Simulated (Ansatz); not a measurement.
# Migration barriers: interstitial Cu in silicon with all lengths changed by -1 %, charge state +1

Defect migration in silicon with all lengths changed by -1 %: interstitial Cu, charge state +1. Method: PBE, PAW (plane waves to 420 eV; Ansatz, an electronic-structure program).

Cell of 64 host sites held at the strained lattice (strain from the relaxed PBE one, atoms relaxed); a 2×2×2 k-point mesh shifted by half a step; Fermi-Dirac width 0.01 eV, spin-restricted; finite-size errors left in. Energies are static. The charge state is imposed; whether it is stable for some Fermi level was not computed. Sites that were not tried may lie lower.

Barriers: single points on a 3×3×3 k-point mesh shifted by half a step at the bands' geometries.

```csv
Route,Start site over the lowest site run (eV),Hop (Å),Forward barrier (eV),Backward barrier (eV),Neighbours at the start,Neighbours at the saddle,Saddle order,"Forward, on the band's own sampling (eV)"
one Cu atom jumps by itself,0.00,2.35,0.17,0.17,"3 Si at 2.42, Si at 2.43, 3 Si at 2.72, 3 Si at 2.73 Å",6 Si at 2.35 Å,"not checked, on a symmetry element",0.17
```

Paths come from nudged elastic bands with a climbing image.  A band can be held on a symmetry element, so unchecked saddle points there may be too high.

The whole set of runs took about 1.2 core-hours (a rough figure).
